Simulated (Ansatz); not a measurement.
**ScAl3: pressure series**

Take ScAl3 in the Cu3Au type structure (space group Pm-3m, No. 221; a = 4.1055 Å) as the base.

Cell and atoms are relaxed at each pressure.

All numbers come from PBE (Ansatz, a quantum-chemistry and plane-wave program), without spin-orbit coupling.

```tsv
P (GPa)	V (Å³/atom)
-2.01	17.727
-1.01	17.507
0.88	17.128
2.09	16.906
4.49	16.506
9.00	15.860
15.00	15.158
22.50	14.446
30.00	13.861
```

A third-order Birch–Murnaghan fit to these points gives V₀ = 17.30 Å³/atom, B₀ = 87 GPa and B₀′ = 4.0. At pressure 30 GPa the volume is 80.1 % of V₀.

Load acts through the strain it causes; cell and atoms are relaxed under it. Stability against distortions was not tested. Competing high-pressure phases were not computed. All final runs are without spin polarisation.
